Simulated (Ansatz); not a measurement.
Data:

```xyz
4
Lattice="-1.7967 2.6044 5.3554 1.7967 -2.6044 5.3554 1.7967 2.6044 -5.3554" Properties=species:S:1:pos:R:3 pbc="T T T"
Lu     0.0000     0.0000     7.6352
Lu     0.0000     0.0000     3.0756
Cr     0.0000     2.6044     0.0000
Lu     1.7967     0.0000     0.0000
```

Spin-polarised, with starting moments of sign Lu0 Lu0 Cr+ Lu0.

Level of theory: plane-wave PAW DFT at the PBE level (Ansatz, a first-principles code, 420 eV), no SOC. k-mesh 14×14×14 (Γ-centred); smearing 0.05 eV (Fermi–Dirac).

Question: What band gap does the calculation give?

Answer: Zero.

Question: Predict the largest site moment.

Answer: 3.21 μB.

The magnetic state is the one reached from the starting moments; the real material's order can differ, and small cells can't hold many antiferromagnetic ones. Each cell is one ordered arrangement of few atoms, which overstates ordering effects compared with a random alloy. Stability against distortions was not tested. The cell was made from Cr by this change: x(Lu) = 0.75, 4 atoms, Immm.
